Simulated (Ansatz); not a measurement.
## Effect of pressure −2 GPa on VN

Start from VN in the rock salt structure (space group Fm-3m, No. 225; a = 4.117 Å).

Perturbation: hydrostatic tension (pressure −2 GPa).

Method: DFT with PBE, PAW potentials and a 420 eV plane-wave cutoff in Ansatz (a quantum-chemistry and plane-wave program), without spin-orbit coupling, earlier PAW set. Settings: 19×19×19 k-points, 0.05 eV Fermi–Dirac smearing.

```csv
quantity,base,changed,shift
volume per atom,8.72 Å³,8.78 Å³,+0.06 Å³
density,6.18 g/cm³,6.14 g/cm³,-0.04 g/cm³
lattice parameter a,4.117 Å,4.126 Å,+0.009 Å
shortest interatomic distance,2.058 Å,2.063 Å,+0.0044 Å
enthalpy H = E + PV relative to the base's energy,–,-0.11 eV/atom,–
band gap,zero,zero,–
```

Final structure:

```xyz
2
Lattice="0.0000 2.0629 2.0629 2.0629 0.0000 2.0629 2.0629 2.0629 0.0000" Properties=species:S:1:pos:R:3 pbc="T T T"
N      0.0000     0.0000     0.0000
V      2.0629     2.0629     2.0629
```

Load acts through the strain it causes; cell and atoms are relaxed under it. Stability against distortions was not tested. Seeded moments were not kept for the base. The final runs are not spin-polarised.
